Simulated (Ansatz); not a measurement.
For LiF (model structure, F-43m, No. 216, 2 atoms in the cell), LDA (plane waves, PAW; Ansatz, a first-principles code) gives:

```
Quantity                   Result
-------------------  ------------
lattice parameter a       4.205 Å
bulk modulus             65.4 GPa
cohesive energy      4.88 eV/atom
band gap                  7.95 eV
```

**Question.** What does PBE (plane waves, PAW; Ansatz) give for the same quantities?

**Answer.** 
- lattice constant a: 4.364 Å (increases by 3.8 %)
- bulk modulus: 51.9 GPa (decreases by 21 %)
- cohesive energy: 4.32 eV/atom (falls by 0.56 eV/atom)
- band gap: 7.65 eV (falls by 0.30 eV)

Changes are worked out from the printed values.

Unless a cell is named, each level is at its own relaxed cell (LDA 9.30, PBE 10.39 Å³/atom).

Density-functional gaps are differences of (generalised) Kohn–Sham levels.

Caveats: the bulk modulus is −V dP/dV from two relaxed cells at ±2 % in volume (LDA, PBE). Ansatz's density-functional and Hartree–Fock values are scalar-relativistic unless marked +SOC, with PAW data made under PBE.

A model structure was made by putting elements into a prototype or built by hand; it is no filed structure, need not be a known phase, and can be a saddle point held by its symmetry.
